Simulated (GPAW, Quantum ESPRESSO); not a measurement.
A GPAW input for a self-consistent single point of CaF2 (Fm-3m, 3 atoms in the cell) (DFT PBE, plane waves, GPAW PAW datasets PBE (gpaw-data 1.0.1)):

```python
from ase import Atoms
from ase.units import GPa
from gpaw import GPAW, PW

atoms = Atoms(['Ca', 'F', 'F'],
              cell=[[0.000000, 2.690453, 2.690453],
                    [2.690453, 0.000000, 2.690453],
                    [2.690453, 2.690453, 0.000000]],
              positions=[[0.000000, 0.000000, 0.000000],
                         [4.035680, 4.035680, 4.035680],
                         [1.345227, 1.345227, 1.345227]],
              pbc=True)

calc = GPAW(mode=PW(950),
            xc='PBE',
            kpts=(11, 11, 11),
            occupations={'name': 'fixed-uniform'},
            nbands=-4,
            convergence={'bands': -2},
            symmetry={'symmorphic': False, 'tolerance': 0.0005},
            maxiter=100)

atoms.calc = calc

energy = atoms.get_potential_energy()
print('Energy (eV):', round(energy, 6))
forces = atoms.get_forces()
print('Forces (eV/Ang):')
print(forces.round(5))
stress = atoms.get_stress()
print('Stress (GPa, Voigt):', (stress / GPa).round(4))
```

Translate this input to Quantum ESPRESSO.

This is the input that was run; spellings and numerical settings could be chosen otherwise.

```fortran
&CONTROL
   calculation = 'scf',
   prefix = 'CaF2',
   outdir = './work',
   pseudo_dir = './',
   tprnfor = .true.,
   tstress = .true.,
/
&SYSTEM
   ibrav = 2,
   celldm(1) = 10.16843864,
   nat = 3,
   ntyp = 2,
   ecutwfc = 55,
   ecutrho = 330,
   occupations = 'fixed',
   nbnd = 16,
/
&ELECTRONS
   conv_thr = 1.0e-11,
   mixing_beta = 0.3,
/
ATOMIC_SPECIES
Ca    40.0780  Ca.pbe-spn-kjpaw_psl.1.0.0.UPF
F     18.9984  F.pbe-n-kjpaw_psl.1.0.0.UPF
ATOMIC_POSITIONS {crystal}
Ca    0.00000000    0.00000000    0.00000000
F     0.75000000    0.75000000    0.75000000
F     0.25000000    0.25000000    0.25000000
K_POINTS {automatic}
11 11 11  0 0 0
```

Basis settings and potentials, where a program has them, do not carry over. This input uses DFT, PBE, plane waves, PSlibrary PAW (PBE) pseudopotentials. Both were run: gap on the mesh 7.568 eV in GPAW and 7.574 in Quantum ESPRESSO.

On Quantum ESPRESSO: the starting cell comes from a database of computed structures (which also holds hypothetical and non-ambient phases and stackings), without a prior relaxation at this level. Its lattice was rescaled by a random factor within 2.5 % of one. With a pressure of about 6 GPa the cell is away from its equilibrium volume at this level.

On GPAW: the starting cell comes from a database of computed structures (which also holds hypothetical and non-ambient phases and stackings), without a prior relaxation at this level. Its lattice was rescaled by a random factor within 2.5 % of one.
